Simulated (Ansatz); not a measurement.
## WC: response to strain

Consider WC (space group P-6m2, No. 187; relaxed with 0.1 eV smearing).

```
CELL_PARAMETERS angstrom
      2.92246     0.00000     0.00000
     -1.46123     2.53092     0.00000
      0.00000     0.00000     2.84619
ATOMIC_POSITIONS crystal
  W  0.00000 0.00000 0.00000
  C  0.33333 0.66667 0.50000
```

Strains are applied to the cell and any free atomic positions relax.

Calculations: PBE/PAW in Ansatz (a program for electronic structure), no spin-orbit coupling.

Candidates:
(a) isotropic strain +1.50 %
(b) isotropic strain +3.00 %
(c) isotropic strain −3.00 %

Notes on the quantities. energy relative to the base: free energy F.

Problem. Order them by energy relative to the base, lowest first.

Solution. (a) isotropic strain +1.50 % (+24 meV/atom), (b) isotropic strain +3.00 % (+93 meV/atom), (c) isotropic strain −3.00 % (+113 meV/atom)

Whether these cells are dynamically stable was not tested. The final runs are not spin-polarised.
